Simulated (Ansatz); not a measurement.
Input and output of a self-consistent single point for a (001) slab of MoCl6 (cut from a parent of space group no. 162; 14 atoms in the cell) (Ansatz, a quantum-chemistry and plane-wave program)

Method: LDA (PW92), default PAW files made with PBE (plane waves; Ansatz).

The input file:

Ansatz 0.2 input:
```yaml
# MoCl6
crystal:
  lattice:
    - [6.154960, 0.000000, 0.000000]
    - [-3.077480, 5.330352, 0.000000]
    - [0.000000, 0.000000, 22.289389]
  atoms:
    - { symbol: Mo, position: [0.000000, 0.000000, 0.373281] }
    - { symbol: Cl, position: [0.303610, 0.303610, 0.314051] }
    - { symbol: Cl, position: [0.696390, 0.696390, 0.432515] }
    - { symbol: Cl, position: [0.696390, 0.000000, 0.314051] }
    - { symbol: Cl, position: [0.303610, 0.000000, 0.432515] }
    - { symbol: Cl, position: [1.000000, 0.696390, 0.314051] }
    - { symbol: Cl, position: [0.000000, 0.303610, 0.432515] }
    - { symbol: Mo, position: [0.000000, 0.000000, 0.626719] }
    - { symbol: Cl, position: [0.303610, 0.303610, 0.567489] }
    - { symbol: Cl, position: [0.696390, 0.696390, 0.685949] }
    - { symbol: Cl, position: [0.696390, 0.000000, 0.567489] }
    - { symbol: Cl, position: [0.303610, 0.000000, 0.685949] }
    - { symbol: Cl, position: [1.000000, 0.696390, 0.567489] }
    - { symbol: Cl, position: [0.000000, 0.303610, 0.685949] }
basis:
  ecutwfc: 30.9 Ry
kpoints:
  mp_grid:
    grid: [4, 4, 1]
hamiltonian:
  xc: lda
  pseudopotentials:
    kind: paw
scf:
  occupations:
    method: fermi_dirac
    width: 0.0037 Ry
output:
  forces: true
  eigenvalues: true
  stress: true
```

Output (repeated stretches shortened):

```
WARN the atoms were moved onto the symmetric positions of the space group found under crystal.symmetry.tolerance 1.0e-5 (fractional …
WARN ansatz: RAYON_NUM_THREADS=1 ignored (pool sized by the plan → 1); use --threads N
Pseudopotentials: kind: paw
Pseudopotential: Mo, paw, valence charge 14
Pseudopotential: Cl, paw, valence charge 7
Crystal: 14 atoms, lattice volume = 731.273 Å³
Basis set: ecut = 420.4159175005146 eV, 14313 PW (Γ)
Bands: 70, of which v1, the nominal top of the filled ones, is band 56 counted from 1 (55 counted from 0)
Symmetry: 12 space group operations
Space group: P-31m (ITA 162), of the structure as read, at distance tolerance 9.0e-5 Å
k-points: 4 of 16
PAW frozen core: Mo, regenerated for the run's functional, and the local potential with it
PAW frozen core: Cl, regenerated for the run's functional, and the local potential with it
Initial density: superposition of atomic densities (neutral atoms: chi_scale 0, normalization atom), corrected by the library's trained network
Initial wavefunctions: pseudopotential atomic-orbital guess
Eigensolver: davidson
Functional: x = slater, c = lda
SCF iter   1: F=—  HF=-22224.176063 eV  |F-HF|=—  |Δ(HF+E_count)|=         —  Δρ=3.96e-3  dr2=8.56e-2  ethr=1.77e-3  ⟨swp⟩=8.5  Hψ=1377  notcnv=0  defer=2
all-band conjugate gradients solve this SCF's bands
preconditioner: auto → Resta (q_TF=auto, 1.996 Å⁻¹)
SCF iter   2: F=—  HF=-22224.162461 eV  |F-HF|=—  |Δ(HF+E_count)|=   1.36e-2  Δρ=2.21e-3  dr2=4.11e-2  ethr=7.65e-5  ⟨swp⟩=2.0  Hψ=462  notcnv=0  defer=16
SCF iter   3: F=—  HF=-22224.161100 eV  |F-HF|=—  |Δ(HF+E_count)|=   1.36e-3  Δρ=1.54e-3  dr2=4.25e-2  ethr=3.67e-5  ⟨swp⟩=2.0  Hψ=350  notcnv=0  defer=16
SCF iter   4: F=—  HF=-22224.156533 eV  |F-HF|=—  |Δ(HF+E_count)|=   4.57e-3  Δρ=3.68e-4  dr2=2.40e-3  ethr=3.67e-5  ⟨swp⟩=1.0  Hψ=264  notcnv=0  defer=16
SCF iter   5: F=—  HF=-22224.156315 eV  |F-HF|=—  |Δ(HF+E_count)|=   2.18e-4  Δρ=1.56e-4  dr2=1.47e-4  ethr=2.15e-6  ⟨swp⟩=2.0  Hψ=306  notcnv=0  defer=16
SCF iter   6: F=—  HF=-22224.156361 eV  |F-HF|=—  |Δ(HF+E_count)|=   4.63e-5  Δρ=4.18e-5  dr2=1.15e-5  ethr=1.31e-7  ⟨swp⟩=2.2  Hψ=477  notcnv=0  defer=16
SCF iter   7: F=—  HF=-22224.156494 eV  |F-HF|=—  |Δ(HF+E_count)|=   1.33e-4  Δρ=6.40e-6  dr2=5.17e-7  ethr=1.03e-8  ⟨swp⟩=2.5  Hψ=389  notcnv=0  defer=16
SCF iter   8: F=-22224.156494 eV  HF=-22224.156494 eV  |F-HF|=5.11e-9  |Δ(HF+E_count)|=   1.88e-7  Δρ=1.98e-6  dr2=5.21e-8  ethr=8.93e-11  ⟨swp⟩=16.2  Hψ=1297  notcnv=0
SCF 1 converged in 8 iterations: F = -22224.156494 eV  dr2 = 5.21e-8
SCF converged after 8 iterations
Free energy (F): -22224.156494 eV
Harris-Foulkes:  -22224.156494 eV  (|F-HF|=5.11e-9)
Internal energy: -22224.156476 eV  (E = F + TS)
E sigma→0 (E₀):  -22224.156485 eV
Entropy (-TS):   -0.000018 eV (-0.001 meV/atom)
Fermi energy:    -2.432956 eV
--- Per-component energies (eV) ---
  E_band       = -1470.794384
  E_kinetic    = 2792.364076
  E_local      = -42437.628695  (includes V_loc(G=0)·N_el)
  E_nonlocal   = 650.906182
  E_hartree    = 19842.129955
  E_xc         = -1621.264240
  E_vxc        = -1895.442793  (∫ρ·V_xc dr)
  E_paw        = -13675.521820  (= ΣΔE_a)
  E_vpaw       = -265.274262  (= ΣTr[D̂ρ^β])
  E_aug_tail   = 0.001229  (compensation charges beyond the density's cutoff)
  E_ewald      = 12221.625303
  E_core_change = 3.231533  (= ΣΔE_core)
  E_smearing   = -0.000018  (= −TS)
  E_closure    = -0.000000  (closes the sum)
  Σ components = -22224.156494   (vs F -22224.156494, Δ=0.00e0)
--- Forces (eV/Å), atoms counted from 1 ---
  atom   1  Mo     0.00000000     0.00000000     0.00016769
  atom   2  Cl    -0.04894131    -0.08476883     0.17837587
  atom   3  Cl     0.05672957     0.09825849    -0.04622050
  atom   4  Cl     0.09788261     0.00000000     0.17837587
  atom   5  Cl    -0.11345913    -0.00000000    -0.04622050
  atom   6  Cl    -0.04894131     0.08476883     0.17837587
  atom   7  Cl     0.05672957    -0.09825849    -0.04622050
  atom   8  Mo    -0.00000000    -0.00000000    -0.00016769
  atom   9  Cl    -0.05672957    -0.09825849     0.04622050
  atom  10  Cl     0.04894131     0.08476883    -0.17837587
  atom  11  Cl     0.11345913     0.00000000     0.04622050
  atom  12  Cl    -0.09788261    -0.00000000    -0.17837587
  atom  13  Cl    -0.05672957     0.09825849     0.04622050
  atom  14  Cl     0.04894131    -0.08476883    -0.17837587
  max |Σ_I F_I| component: 2.78e-17 eV/Å
--- Stress (GPa, compression-positive) ---
       -1.006737      -0.000000       0.000000
        0.000000      -1.006737      -0.000000
        0.000000      -0.000000      -0.879950
  P = ⅓ Tr σ = -0.9645 GPa (-9.645 kbar)
  The stress holds the Pulay correction. Without it, at fixed plane waves, as pw.x and ABINIT print it: P = -0.9663 GPa
--- Band table (eV) ---
  k-point 0: bands = ["-64.7744", "-64.7744", "-38.8505", "-38.8504", "-38.8471", "-38.8471", "-38.8471", "-38.8471", "-17.1734", "-17.0637", "-16.3624", "-16.3624", "-16.3310", "-16.3310", "-16.3209", "-16.1959", "-16.0747", "-16.0747", "-16.0513", [...]
  k-point 1: bands = ["-64.7744", "-64.7744", "-38.8505", "-38.8504", "-38.8471", "-38.8471", "-38.8471", "-38.8471", "-17.0867", "-16.9833", "-16.4109", "-16.3781", "-16.3409", "-16.3395", "-16.2492", "-16.1721", "-16.1591", "-16.1379", "-16.1027", [...]
  k-point 2: bands = ["-64.7744", "-64.7744", "-38.8505", "-38.8504", "-38.8472", "-38.8472", "-38.8471", "-38.8471", "-16.9732", "-16.8807", "-16.4469", "-16.3801", "-16.3413", "-16.3291", "-16.3012", "-16.2693", "-16.1998", "-16.1581", "-16.1200", [...]
  k-point 3: bands = ["-64.7744", "-64.7744", "-38.8505", "-38.8504", "-38.8472", "-38.8472", "-38.8471", "-38.8471", "-16.9747", "-16.8815", "-16.4286", "-16.4124", "-16.3494", "-16.3414", "-16.2636", "-16.2246", "-16.1931", "-16.1833", "-16.1435", [...]
```

The run converged in 8 iterations.

The starting cell comes from a database of computed structures (which also holds hypothetical and non-ambient phases and stackings), without a prior relaxation at this level. The slab is cut from that crystal, and its faces are unrelaxed. Its lattice was rescaled by up to half a per cent. Spin polarisation is off, though cut faces can carry moments; a gap of a slab can lie between surface states. Another mesh or the band path of this cell gives a smaller gap, so this value is not converged in the mesh.
